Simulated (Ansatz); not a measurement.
Take CdS in the zinc blende structure (space group F-43m, No. 216; a = 5.927 Å) as the base.

Computed with PBE/PAW in Ansatz (a program for electronic structure), scalar-relativistic without spin-orbit coupling, earlier PAW set.

For the base:

```
Item                             Value
-----------------------------  -------
Lattice parameter a            5.927 Å
Band gap                       1.04 eV
Width of the top valence band  2.02 eV
```

Perturbation: a hydrostatic pressure of 50 GPa.

Question: Estimate the effect on the lattice parameter a, band gap and width of the top valence band.

Answer: The lattice parameter a drops by 0.717 Å to 5.210 Å; the band gap rises by 0.67 eV, from 1.04 eV to 1.71 eV; the width of the top valence band goes up by 1.60 eV, from 2.02 eV to 3.62 eV.

Load acts through the strain it causes; cell and atoms are relaxed under it. No phonon test of stability was made. Tetrahedral semiconductors of this kind turn to denser phases somewhere between about 1 and 50 GPa; those were not computed, so compressed cells here can lie past the real transition.
